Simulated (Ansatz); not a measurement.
Levels about the gap of amorphous Al28O43Ca (72 atoms in a cell of 817 Å³, 3.02 g/cm³; zone centre alone, so wide bands show as single levels with stretches between that a denser mesh fills), at the geometry that PBE relaxed, where it gives 0.1 GPa on a denser mesh. The participation number counts the atoms over which a state spreads; weights are charges in smoothed Voronoi cells. The levels come from a single point, so bond lengths are those of that geometry. Method of the levels: PBE, scalar-relativistic without spin-orbit coupling (Ansatz, a program for electronic structure). Sampling: the zone centre alone; Fermi-Dirac width 0.02 eV; no spin polarisation. At PBE the levels at the filled edge of the gap are localised (band-tail or defect states), and the nearest spread-out levels lie 4.1 eV apart at the zone centre.

A CHGNet melt-quench gave the starting glass, which DFT then relaxed. O atoms were pushed apart under 1.9 Å during the dynamics, to hinder bonds among them. The hot cell started wider than the set density and was brought back towards it in steps. It is the lowest in DFT energy of 2 quenches. It is a model cell: composition and starting density were chosen by hand, and all elements were melted together. No dispersion term was used. Its density started from a set value of 3.11 and ended at 3.02 g/cm³. The simulated quench (nominally 410 K/ps over its main leg) is rapid and tends to freeze in more defects than a deposited or slowly cooled glass has. Values belong to this one cell and scatter from quench to quench. Volume and shape were free in the relaxation.

| E - E(highest filled), eV | filling | participation number | largest on | weight O | weight Al | weight Ca |
|---|---|---|---|---|---|---|
| -0.51 | filled | 12.6 | O, 4 neighbours | 0.94 | 0.06 | 0.00 |
| -0.42 | filled | 12.8 | O, 3 neighbours | 0.95 | 0.05 | 0.00 |
| -0.33 | filled | 6.9 | O, 3 neighbours | 0.95 | 0.05 | 0.00 |
| -0.25 | filled | 8.6 | O, 3 neighbours | 0.96 | 0.04 | 0.00 |
| -0.13 | filled | 4.5 | O, 3 neighbours | 0.95 | 0.05 | 0.00 |
| -0.07 | filled | 7.6 | O, 3 neighbours | 0.95 | 0.04 | 0.00 |
| 0.00 | filled | 5.7 | O, 3 neighbours | 0.96 | 0.04 | 0.00 |
| 3.45 | empty | 60.9 | Al, 4 neighbours | 0.58 | 0.41 | 0.01 |
| 5.26 | empty | 18.4 | Al, 4 neighbours | 0.56 | 0.43 | 0.01 |
| 5.51 | empty | 31.8 | Al, 4 neighbours | 0.58 | 0.40 | 0.02 |
| 5.57 | empty | 34.1 | Al, 4 neighbours | 0.61 | 0.38 | 0.01 |
| 6.02 | empty | 38.3 | Al, 4 neighbours | 0.60 | 0.39 | 0.02 |
| 6.17 | empty | 21.5 | Ca, 6 neighbours | 0.52 | 0.32 | 0.16 |

Most localised among these is the filled level at -0.13 eV, on a O atom, which has 3 neighbours (Al 1.76 Å, Al 1.91 Å, Al 2.00 Å).
